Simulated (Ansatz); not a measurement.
Take CdS in the wurtzite structure (space group P6_3mc, No. 186; a = 4.196 Å, c = 6.830 Å) as the base. Axes: x lies along a and z along c of the hexagonal cell.

Method: Ansatz (a quantum-chemistry and plane-wave program) PBE, spin-orbit coupling left out.

Base values:

- Electron mass = 0.12 mₑ along c, 0.13 mₑ across (at Γ)
- Band gap = 1.11 eV

Modification: biaxial strain −0.60 %, plane normal [001], relaxed out of plane (Cartesian); in-plane vectors clamped, the third vector and the atoms free.

What happens to the out-of-plane strain?

The out-of-plane strain comes out as +0.51 %.

Estimate the effect on the electron mass.

The electron mass goes from 0.12 mₑ along c, 0.13 mₑ across (at Γ) to 0.12 mₑ out of plane, 0.13 mₑ in plane (at Γ).

What happens to the band gap?

The band gap stays 1.11 eV.

What happens to the in-plane stress?

The mean in-plane stress (compression positive) is +0.6 GPa.

Masses are band curvatures over ±0.01 Å⁻¹ around the edge. No phonon test of stability was made.
